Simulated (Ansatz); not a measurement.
PtTe2, thickness series

Take PtTe2 (space group P-3m1, No. 164; a = 4.052 Å, c = 5.096 Å; layered) as the base.

Free-standing slabs (3 atom(s) a layer) normal to the stacking axis with 15 Å of vacuum; in-plane cell relaxed.

All numbers come from PBE-D3(BJ)/PAW in Ansatz (a program for electronic structure), no spin-orbit coupling.

Notes on the quantities. excess energy per area of both faces: slab less bulk energy over the cell's area: twice a surface energy; uncertain by up to 0.1 J/m².

| variant | excess energy per area of both faces | band gap | thickness between the outermost nuclei |
|---|---|---|---|
| base | – | zero | – |
| 1 layer | 0.81 J/m² | 0.66 eV | 2.82 Å |
| 2 layers | 0.9 J/m² | zero | 7.97 Å |
| 3 layers | 0.9 J/m² | zero | 13.07 Å |
| 4 layers | 0.9 J/m² | zero | 18.14 Å |

Slab and bulk use different k-meshes, which limits the precision of the excess energy. With Pt and Te present, leaving out spin-orbit coupling can change the band edges. Whether these cells are dynamically stable was not tested. The final runs are not spin-polarised.
